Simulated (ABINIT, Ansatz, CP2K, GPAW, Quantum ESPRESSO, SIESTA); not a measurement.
# One structure in several programs: AlRu (Pm-3m, 2 atoms in the cell)

Self-consistent single point.

```xyz
2
Lattice="2.9825 0.0000 0.0000 0.0000 2.9825 0.0000 0.0000 0.0000 2.9825" Properties=species:S:1:pos:R:3 pbc="T T T"
Al     0.0000     0.0000     0.0000
Ru     1.4912     1.4912     1.4912
```

All programs got the same cell, k-point mesh and kind of occupations (in Ansatz's words: kpoints.mp_grid.grid = 11 11 11; scf.occupations.method = gaussian; scf.occupations.width = 0.05 eV); potentials, basis and cutoffs are each program's usual ones.

| code | model | pressure (GPa) | k-points | cutoff |
|---|---|---|---|---|
| GPAW | PBE, GPAW PAW datasets PBE (gpaw-data 1.0.1) | 5.28 | 56 | 600 eV |
| Ansatz | PBE, default PAW files | 4.53 | 56 | 420 eV |
| SIESTA | GGA PBE, numerical atomic orbitals DZP, PseudoDojo PBE standard norm-conserving potentials (rewritten from UPF to PSML) | 2.21 | 666 | grid 300 Ry |
| CP2K | PBE, GPW, DZVP-MOLOPT-SR-GTH basis, GTH-PBE potentials (GTH_POTENTIALS) | 4.35 | 666 | grid 500 Ry |
| ABINIT | PBE, PAW (JTH v2.0 PBE PAW) | 4.71 | 56 | 571 eV |
| Quantum ESPRESSO | PBE, SSSP 1.1.2 efficiency (PBE) pseudopotentials | 4.27 | 56 | 60 Ry |

The spread over the programs that give each value: pressure within 3.07 GPa.

The starting cell comes from a database of computed structures (which also holds hypothetical and non-ambient phases and stackings), without a prior relaxation at this level. On Ansatz's run: Spin polarisation is off. In the base run, with a pressure of about 5 GPa the cell is away from its equilibrium volume at this level.

Problem. Why do the programs differ, and what cannot be compared?

Solution. Differences of this kind can come from the potentials, where these differ, and from what each basis and cutoff leave unconverged. The zero of total energies and Fermi levels follows the potentials and each program's conventions, so they are not compared here. SIESTA and CP2K use small atom-centred bases, whose incompleteness enters pressures, forces and empty levels differently from a plane-wave cutoff. Ansatz's pressure is given at a fixed set of plane waves, as the other plane-wave codes print theirs; with its correction for the finite basis it is 4.59 GPa. The programs reduce the same mesh by symmetry to different extents, which changes the work and not the result. In the pressure, SIESTA (by 2.41) lies more than 1 GPa from the median of the plane-wave programs.

Left out of this page: Elk and FLEUR (not drawn, or without a comparable value).

Ansatz is a program for electronic structure.

Keys are those of Ansatz 0.2.
